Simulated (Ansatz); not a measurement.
Here is the system:

```
CELL_PARAMETERS angstrom
      3.97159     0.00000     0.00000
     -1.98579     3.43949     0.00000
      0.00000     0.00000     4.99501
ATOMIC_POSITIONS crystal
  Te 0.33333 0.66667 0.27542
  Te 0.66667 0.33333 0.72458
  Pt 0.00000 0.00000 0.00000
```

No spin polarisation.

All numbers come from PBE-D3(BJ) (Ansatz, a first-principles code; PAW; 420 eV plane waves; no spin-orbit coupling). k-mesh 16×16×12 (Γ-centred); smearing 0.1 eV (Fermi–Dirac).

Q: What is the computed pressure (mean of the normal stresses, compression positive)?

A: 5.6 GPa.

Q: What space group does the calculation give?

A: P-3m1 (No. 164).

Q: What band gap does the calculation give?

A: Zero.

The cells carry an imposed strain or load. Whether these cells are dynamically stable was not tested. All final runs are without spin polarisation. The cell was made from PtTe2 (space group P-3m1, No. 164; layered) by this change: isotropic strain −2.00 %.
